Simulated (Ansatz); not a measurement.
Results of HSE06 in Ansatz (plane waves, PAW) for As2O3 (P2₁/c, No. 14; start mp-1581; cell taken from a computed entry).

Settings: plane-wave cutoff 500 eV, 4×6×4 k mesh (along the axes of the cell as run), gaussian smearing 0.02 eV, scalar-relativistic PAW data made under PBE.

Cell (relaxed with r²SCAN):

Space group P2₁/c (No. 14); a = 8.082 Å, b = 4.621 Å, c = 11.116 Å, α = 90.00°, β = 124.32°, γ = 90.00°

| atom | site | symmetry | x | y | z |
|---|---|---|---|---|---|
| As | 4e | 1 | 0.4466 | 0.2003 | 0.1311 |
| As | 4e | 1 | 0.0827 | 0.6586 | 0.1997 |
| O | 4e | 1 | 0.6678 | 0.1418 | 0.1346 |
| O | 4e | 1 | 0.5805 | 0.3514 | 0.3135 |
| O | 4e | 1 | 0.0344 | 0.0316 | 0.2124 |

Question: What does this level give for the band gap?

Answer: 
- band gap: 4.71 eV (on the SCF k mesh)

Note: cell and atoms aren't relaxed at this level (largest force component 0.30 eV/Å, pressure -0.6 GPa).

Spin–orbit coupling is not included.

Computed values are for the static lattice.

A start named mp-… is a Materials Project structure, which need not be a measured phase.

Ansatz is a first-principles code.
